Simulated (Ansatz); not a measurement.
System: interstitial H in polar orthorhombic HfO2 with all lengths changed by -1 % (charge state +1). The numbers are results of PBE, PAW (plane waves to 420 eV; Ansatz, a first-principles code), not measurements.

Cell of 96 host sites held at the strained lattice (strain from the relaxed PBE one, atoms relaxed); the Γ point alone; Fermi-Dirac width 0.01 eV, spin-restricted; finite-size errors left in. Static, classical nuclei. Spin-orbit coupling is left out. The host's phase is taken as given; its stability against other phases was not computed. The charge state is imposed; whether it is stable for some Fermi level was not computed. Sites that were not tried may lie lower.

The step: H moves alone to another site; the atom moves 1.31 Å along (0.19, -0.13, -0.12) of the unit cell; the moving atom starts with neighbours O at 0.98, O at 1.92 Å and ends with O at 1.00, O at 1.74, O at 1.99 Å. On the band's own sampling the forward barrier is 0.41 eV. Harmonic modes of the moving H atom alone, all others held, come from finite differences of 0.015 Å. The saddle point's order was not checked.

Q: Which three frequencies does the atom have at the start and at the saddle point?

A: start 23.2, 27.7, 100.4 THz; saddle point 26.2i, 37.7 and 49.5 THz.

Q: What attempt frequency and zero-point change of the barrier follow from these modes alone, and what classical rate at 300 K?

A: ν = (23.2 × 27.7 × 100.4) / (37.7 × 49.5) ≈ 35 THz. The zero-point energy changes the barrier by h/2 × (87.2 − 151.2) THz = -0.132 eV. The classical rate is ν exp(−0.41/0.0259) ≈ 4000000 s⁻¹. One atom's modes give a rough prefactor, not that of the whole cell.
